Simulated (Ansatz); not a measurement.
## BeSe (model structure, from the WC type, P-6m2, No. 187): equilibrium lattice constant a by level of theory

No measured value is used here.

Problem. Put these levels in order of the equilibrium lattice constant a that they give for BeSe (model structure, from the WC type, P-6m2, No. 187), smallest first: PBE (Ansatz, an electronic-structure program), PBE-D3(BJ) (Ansatz), PBEsol (Ansatz).

Solution. PBE-D3(BJ) (3.361 Å), PBEsol (3.379 Å), PBE (3.427 Å)

Ansatz's density-functional and Hartree–Fock values are scalar-relativistic unless marked +SOC, with PAW data made under PBE.

A model structure was made by putting elements into a prototype or built by hand; it is no filed structure, need not be a known phase, and can be a saddle point held by its symmetry.
